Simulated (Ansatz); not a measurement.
Take C in the diamond structure (space group Fd-3m, No. 227; a = 3.5603 Å) as the base. Axes: x, y, z lie along the cube axes.

Method: Ansatz (a first-principles code), r2SCAN, PAW, cutoff 500 eV, spin-orbit coupling left out.

Base values:

- Shortest interatomic distance: 154.2 pm
- Band gap: 4.36 eV
- Valence-band top at Γ: 0.00, 0.00, 0.00 eV
- Pressure: 0.01 GPa

Modification: the cell is stretched by 1.50 % along z with no lateral relaxation; the atoms relax in the strained cell.

Problem. Estimate the effect on the shortest interatomic distance, band gap, valence-band top at Γ, pressure and energy relative to the base.

Solution. The shortest interatomic distance rises by 0.77 pm to 154.9 pm; the band gap decreases by 0.23 eV, from 4.36 eV to 4.13 eV; the valence-band top at Γ (three highest levels, from the VBM) changes from 0.00, 0.00, 0.00 eV to 0.00, 0.00, -0.24 eV; the pressure (mean of the normal stresses, compression positive) decreases by 6.52 GPa, from 0.01 GPa to -6.51 GPa; the energy increases by 4.3 meV/atom.

Gaps are Kohn–Sham eigenvalue differences; semilocal functionals usually give less than the measured gap. Whether these cells are dynamically stable was not tested.
